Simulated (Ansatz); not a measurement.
# Equilibrium lattice constant a of zinc-blende BaO (model structure) at several levels of theory

No measured value is used here.

```tsv
level (code)	value (Å)
LDA (Ansatz)	?
PBE (Ansatz)	5.952
PBEsol (Ansatz)	5.861
PBE-D3(BJ) (Ansatz)	5.906
rVV10 (Ansatz)	5.955
```

Q: Complete the blanks.

A: 
- LDA (Ansatz, a first-principles code), value (Å): 5.796

Ansatz's density-functional and Hartree–Fock values are scalar-relativistic unless marked +SOC, with PAW data made under PBE.

A model structure was made by putting elements into a prototype or built by hand; it is no filed structure, need not be a known phase, and can be a saddle point held by its symmetry.
